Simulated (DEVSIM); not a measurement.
Device: illuminated Ge n-on-p cell, one wavelength, with a back-surface field, at 400 K.

Layer 1 from the left is Ge, thickness (μm) 0.170, Nd (cm⁻³) 7.9e17, τn (s) 4.1e-6, τp (s) 3.9e-6, absorption coefficient (cm⁻¹) 130. Layer 2 from the left is Ge, thickness (μm) 110, Na (cm⁻³) 2.1e17, τn (s) 4.3e-6, τp (s) 4.3e-6, absorption coefficient (cm⁻¹) 130. Layer 3 from the left is Ge, thickness (μm) 0.460, Na (cm⁻³) 4.6e18, τn (s) 4.3e-6, τp (s) 4.3e-6, absorption coefficient (cm⁻¹) 130.

Left contact: ohmic, minority hole recombination velocity 10 cm/s. Right contact: ohmic, minority electron recombination velocity 40000 cm/s. Voltage is applied to the left contact. Recombination: SRH at mid-gap, radiative, Auger. Light enters at the left, 8.8e17 photons cm⁻² s⁻¹, one pass, no reflection. Mobility is constant in doping.

The device is made up for the run: typed textbook-type constants, with dimensions and the other settings drawn at random. Values at 300 K; Nc and Nv go as T^1.5, mobilities as T to minus their exponent, the gap by Varshni's rule with the affinity fixed.

Ge: gap (eV) 0.664, affinity (eV) 4, permittivity 16, Nc (cm⁻³) 1.04e19, Nv (cm⁻³) 6e18, μn (cm²/Vs) 3900, μp (cm²/Vs) 1900, T exponent of μn 1.66, T exponent of μp 2.33, B (cm³/s) 6.4e-14, Cn (cm⁶/s) 1e-31, Cp (cm⁶/s) 1e-31, Varshni α (eV/K) 0.000477, Varshni β (K) 235.

DEVSIM, 1D drift-diffusion, Boltzmann statistics, complete ionisation; no tunnelling, impact ionisation, image-force lowering or self-heating.

Dark forward current:

```tsv
|V| (V)	|J| (A/cm²)
0.05	0.01770
0.10	0.09305
0.15	0.4129
0.20	1.754
0.25	7.126
0.30	26.31
0.35	86.65
0.40	270.2
0.45	805.2
0.50	2138
```

Question: Work out the local ideality factor n = ΔV / (kT/q · ln(J2/J1)) between the rows 0.15 and 0.20 V, 0.45 and 0.50 V.

Answer: kT/q = 34.47 mV. From 0.15 to 0.20 V: ln(1.754/0.4129) = 1.446, n = 1.00, near the 1 of diffusion or emission over a barrier. From 0.45 to 0.50 V: ln(2138/805.2) = 0.977, n = 1.49.

Question: What current could the absorbed light give at most, and what share is collected?

Answer: Σ αd = 1.44, so qΦ(1 − exp(−Σ αd)) = 108 mA/cm². The simulated short-circuit current is 92.44 mA/cm², a share of 0.86.

Question: Estimate the open-circuit voltage by superposition: the voltage at which the dark current equals that short-circuit current.

Answer: Interpolating ln J in the table gives 0.100 V. The simulation gives 0.100 V, the same within the digits that matter. Superposition holds where collection doesn't change with voltage.
